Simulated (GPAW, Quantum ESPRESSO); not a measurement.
A Quantum ESPRESSO input for a self-consistent single point of Be2C (Fm-3m, 3 atoms in the cell) (DFT, PBE, plane waves, GBRV 1.5 ultrasoft (PBE) pseudopotentials):

```fortran
&CONTROL
 calculation = 'scf'
 prefix = 'run'
 outdir = './tmp'
 pseudo_dir = './'
 tprnfor = .true.
 tstress = .true.
/
&SYSTEM
 ibrav = 2
 celldm(1) = 8.2014113809
 nat = 3
 ntyp = 2
 ecutwfc = 40
 ecutrho = 200
 occupations = 'smearing'
 smearing = 'fd'
 degauss = 0.0036749
/
&ELECTRONS
 conv_thr = 1.0d-10
/
ATOMIC_SPECIES
Be     9.0122  be_pbe_v1.4.uspp.F.UPF
C     12.0110  c_pbe_v1.2.uspp.F.UPF
ATOMIC_POSITIONS {angstrom}
Be   -1.0850000000    1.0850000000    1.0850000000
Be   -3.2550000000    3.2550000000    3.2550000000
C     0.0000000000    0.0000000000    0.0000000000
K_POINTS {automatic}
7 7 7  0 0 0
```

Task: Write the same calculation as an input for GPAW.

Result: One input that does it (others would too):

```python
from ase import Atoms
from ase.units import GPa
from gpaw import GPAW, PW, FermiDirac

atoms = Atoms(['Be', 'Be', 'C'],
              cell=[[0.000000, 2.170000, 2.170000],
                    [2.170000, 0.000000, 2.170000],
                    [2.170000, 2.170000, 0.000000]],
              scaled_positions=[[0.250000, 0.250000, 0.250000],
                                [0.750000, 0.750000, 0.750000],
                                [0.000000, 0.000000, 0.000000]],
              pbc=True)

calc = GPAW(mode=PW(950),
            xc='PBE',
            kpts=(7, 7, 7),
            occupations=FermiDirac(0.05),
            nbands=-8,
            convergence={'bands': -6},
            symmetry={'symmorphic': False, 'tolerance': 0.0005},
            maxiter=120)

atoms.calc = calc

energy = atoms.get_potential_energy()
print('Energy (eV):', round(energy, 6))
forces = atoms.get_forces()
print('Forces (eV/Ang):')
print(forces.round(5))
stress = atoms.get_stress()
print('Stress (GPa, Voigt):', (stress / GPa).round(4))
```

Basis, cutoffs, solver keys and any potentials are the target program's own. This input uses DFT PBE, plane waves, GPAW PAW datasets PBE (gpaw-data 1.0.1). Both were run: gap on the mesh 1.406 eV in Quantum ESPRESSO and 1.394 in GPAW.

On GPAW: the starting cell has typed, rounded lattice constants, without a prior relaxation at this level. Another mesh or the band path of this cell gives a smaller gap, so this value is not converged in the mesh.

On Quantum ESPRESSO: the starting cell has typed, rounded lattice constants, without a prior relaxation at this level.
